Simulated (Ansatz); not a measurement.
Where the default PAW files enter, the runs use the earlier of Ansatz's two default sets.

By PBEsol, the system below comes out a metal.

The ballistic (Sharvin) conductance counts the channels at the Fermi level: G/A = (e²/h) × channels of both spins per area.

Here is the system:

```yaml
crystal:
  lattice:
    - [3.19027, 0.00000, 0.00000]
    - [-1.59513, 2.76285, 0.00000]
    - [1.59513, 0.92095, 2.60484]
  atoms:
    - { symbol: Hf, position: [0.00000, 0.00000, 0.00000] }
    - { symbol: N, position: [0.00000, 0.50000, 0.50000] }
```

Space group of this cell: Fm-3m, rock salt. The cell is taken as given; by PBEsol its mean pressure is -1.9 GPa.

The current flows along the normal of the first two printed cell vectors, the (111) plane of the conventional cell. No spin-orbit coupling; the value is a mean over 0.1 eV about the Fermi level.

Give the ballistic conductance per area that Ansatz (a first-principles code) with PBEsol yields.

1.2 × 10¹⁵ S/m² for both spins.
